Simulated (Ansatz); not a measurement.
# A constructed model of the (111) surface of fcc Pd, (√3x√3)R30° layer of Br, one a cell, on the site that continues the host's stacking (bottom of the slab: a bare face, its two planes held)

Method: PBE (plane waves to 420 eV, PAW; Ansatz, a first-principles code).

Model: 19-atom slab, 13.6 Å thick at the start, 9x9x1 mesh, Fermi-Dirac 0.1 eV, dipole correction, 6 atoms held, the rest relaxed; held to the start's symmetry, so lower structures may exist; no spin, no spin-orbit, no U. It is one candidate, not shown to be the stable structure of the face.

```yaml
work_function_of_the_top_face: 5.17 eV
energy_released_by_relaxation: 0.099 eV
cost: around 5 core-minutes (rough)
```
